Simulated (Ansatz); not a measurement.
We consider Ca2BeN2 (model structure, started from the Ca2ZnN2 type, I4/mmm, No. 139, 5 atoms in the cell), described by r²SCAN in Ansatz (plane waves, PAW).

Numerical settings: plane-wave cutoff 560 eV, 14×14×14 k mesh, Fermi–Dirac smearing 0.01 eV, scalar-relativistic PAW data made under PBE.

Cell (relaxed with PBEsol):

Space group I4/mmm (No. 139); a = 3.5161 Å, b = 3.5161 Å, c = 11.4604 Å, α = 90.00°, β = 90.00°, γ = 90.00°

```
atom  site  symmetry       x       y       z
----  ----  --------  ------  ------  ------
Ca      4e       4mm  0.0000  0.0000  0.3445
Be      2a     4/mmm  0.0000  0.0000  0.0000
N       4e       4mm  0.0000  0.0000  0.1343
```
(The calculation used a cell of 5 atoms; values per cell refer to that cell.)

Question: Give the computed band gap and smallest direct gap on the k points sampled.

Answer: 
band gap: 1.47 eV (indirect)
smallest direct gap on the k points sampled: 1.53 eV

Note: the relaxation could raise the start's symmetry but not lower it, so the cell can be a saddle point; cell and atoms aren't relaxed at this level (largest force component 0.31 eV/Å, pressure 1.6 GPa).

Static lattice: no zero-point or thermal effects.

Computing time: roughly 60 core-seconds.

A model structure was made by putting elements into a prototype or built by hand; it is no filed structure, need not be a known phase, and can be a saddle point held by its symmetry.

Ansatz is an electronic-structure program.
